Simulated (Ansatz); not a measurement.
Response to strain in GaN

Start from GaN in the zinc blende structure (space group F-43m, No. 216).

```xyz
2
Lattice="0.0000 2.2743 2.2743 2.2743 0.0000 2.2743 2.2743 2.2743 0.0000" Properties=species:S:1:pos:R:3 pbc="T T T"
Ga     0.0000     0.0000     0.0000
N      1.1371     1.1371     1.1371
```

Strains are applied to the cell and any free atomic positions relax.

Method: PBE (Ansatz, a program for electronic structure, PAW, without spin-orbit coupling).

Candidates:
(a) isotropic strain +2.50 %
(b) isotropic strain −1.00 %
(c) isotropic strain +1.00 %
(d) isotropic strain +3.00 %

Before the change:

```
Property    Value
--------  -------
Band gap  1.54 eV
```

Task: Order them by band gap, highest first.

Result: (b) isotropic strain −1.00 % (1.73 eV), (c) isotropic strain +1.00 % (1.35 eV), (a) isotropic strain +2.50 % (1.07 eV), (d) isotropic strain +3.00 % (0.98 eV)

Whether these cells are dynamically stable was not tested. This is not the structure that GaN has at room temperature and ambient pressure.
